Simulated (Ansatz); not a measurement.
Defect migration in alpha quartz: interstitial Ga, charge state +3. The step: a direct jump of one Ga atom; the atom moves 1.84 Å along (-0.01, -0.03, 0.33) of the unit cell; the moving atom starts with neighbours 2 O at 1.89, 2 O at 1.90 Å and ends with 2 O at 1.89, 2 O at 1.90 Å. DFT values are from Ansatz (plane-wave PAW, 420 eV unless said) in a cell of 72 host sites, spin-restricted, static, with no finite-size correction. The charge state is imposed; whether it is stable for some Fermi level was not computed. Sites that were not tried may lie lower. For the PBE band: the saddle point's order was not checked, and it lies on a symmetry element of the cell, where a band can be held.

| Level | Forward barrier (eV) | Cost of the band or of the saddle's single point |
|---|---|---|
| PBE, the Γ point alone, band relaxed | 0.18 | very roughly 28 core-minutes |
| PBE, a 2×2×2 k-point mesh shifted by half a step along c, same geometries | 0.18 | very roughly 2.7 core-minutes |
| r2SCAN at 500 eV, the Γ point alone, same geometries | 0.22 | about 70 core-seconds (a rough figure) |
| HSE06, Γ point alone, same geometries | [?] | around 4 core-minutes (rough) |

Problem. Fill in the missing entries.

Solution. 
- HSE06, Γ point alone, same geometries, Forward barrier (eV): 0.25

Ansatz is a first-principles code.
